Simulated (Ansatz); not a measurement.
A constructed model of the (111) surface of fcc Pd, (√3x√3)R30° layer of F, one a cell, on the site that continues the host's stacking (bottom of the slab: a bare face, its two planes held)

Method: PBE (plane waves to 420 eV, PAW; Ansatz, a program for electronic structure).

Set-up: 19 atoms, 12.7 Å thick at the start; mesh 9x9x1; 0.1 eV smearing; dipole correction on; 6 atoms held, the rest relaxed; start symmetry kept, larger cells not searched; no spin, no spin-orbit, no U. It is one candidate, not shown to be the stable structure of the face.

- work function of the top face: 6.53 eV
- energy released by relaxation: 0.33 eV
- cost: about 10 core-minutes (a rough figure)
